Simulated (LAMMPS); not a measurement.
LAMMPS 22 Jul 2025, classical MD, ACE (Cu-PBE-core-rep.ace): Cu, 864 atoms.

| Quantity | Result |
|---|---|
| task | MD, nve |
| potential | ACE, Cu-PBE-core-rep.ace |
| copies of the repeat unit | 6×6×6 |
| shape (slab and sphere leave vacuum in the box) | bulk |
| neighbor skin | 2 Å |
| neigh_modify | every 1 delay 0 check yes |
| newton | on (default) |
| atom_modify sort (bins of 2 Å where set) | 1000 (default) |
| comm_style | brick (default) |
| box | 21.7 × 21.7 × 21.7 Å |
| start | generated fcc lattice, warmed in an untimed run |

All runs start from one configuration, warmed at this fixed volume for 300 steps under a thermostat at 100 K. The run at the shortest step has a mean temperature of 100 K and a mean pressure of 2.6 GPa.

Each run covers about 0.40 ps at constant energy (mean temperature 100 K at the shortest step); σ is the standard deviation over the printed steps. Single runs; times are not shown.

Steps tried: 0.5 fs, 1 fs, 2 fs, 2.5 fs, 4 fs, 5 fs, 8 fs, 10 fs, 16 fs, 20 fs, 32 fs.

Question: Up to which step does the ratio σ(E total)/σ(E kinetic) stay under 5 %, and what happens beyond?

Answer: 10 fs.

| time step | σ(E total)/σ(E kinetic) | last minus first total energy (meV/atom) | mean temperature (K) |
|---|---|---|---|
| 0.5 fs | 8.8e-5 | under 0.001 | 100 |
| 1 fs | 0.00035 | under 0.001 | 100 |
| 2 fs | 0.0014 | under 0.001 | 100 |
| 2.5 fs | 0.0022 | under 0.001 | 100 |
| 4 fs | 0.0057 | under 0.001 | 100 |
| 5 fs | 0.0090 | +0.0013 | 99.9 |
| 8 fs | 0.024 | +0.0062 | 99.4 |
| 10 fs | 0.038 | +0.014 | 98.9 |
| 16 fs | 0.11 | +0.081 | 96.7 |
| 20 fs | 0.19 | +0.19 | 94.8 |
| 32 fs | 0.82 | +1.4 | 86.9 |

The bar is a choice.
